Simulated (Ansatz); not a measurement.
System: Sc-vacancy pair (Sc on one host Ga site, one Ga site vacant) in wurtzite GaN (charge state -3). The step: one Ga atom jumps into the vacancy from a nearby Ga site (Sc-vacancy distance between ideal sites 3.21 → 5.24 Å); the atom moves 3.11 Å along (-0.32, 0.32, -0.48) of the unit cell; the moving atom starts with neighbours N at 1.86, 2 N at 1.98, N at 2.04 Å and ends with N at 1.88, N at 1.97, 2 N at 2.02 Å. A PBE band in Ansatz (plane-wave PAW, one k-point at (0.125, 0.250, 0.250), 72 host sites, 64 SCF runs with any check of the saddle's order, static, no finite-size correction) gives a forward barrier of 1.73 eV. The program found a first-order saddle point. The charge state is imposed; whether it is stable for some Fermi level was not computed. Forms of the defect that were not tried may lie lower. The start lies 0.21 eV above the lowest site run (PBE).

Single points at the band's start and saddle point can refine it. Rough cost of one point, in units of the band's mean SCF on the same machine:

```csv
Level,Cost of one point
"PBE, a 2×2×2 k-point mesh shifted by half a step along c",about 4
"r2SCAN at 500 eV, one k-point at (0.125, 0.250, 0.250)",about 2
```

Question: Which of these move the barrier by more than 0.1 eV, and how far does each move it?

Answer: Not one does. PBE, a 2×2×2 k-point mesh shifted by half a step along c: -0.05 eV; r2SCAN at 500 eV, one k-point at (0.125, 0.250, 0.250): +0.04 eV. Each functional is compared with PBE at the same k-points.

Ansatz is a program for electronic structure.
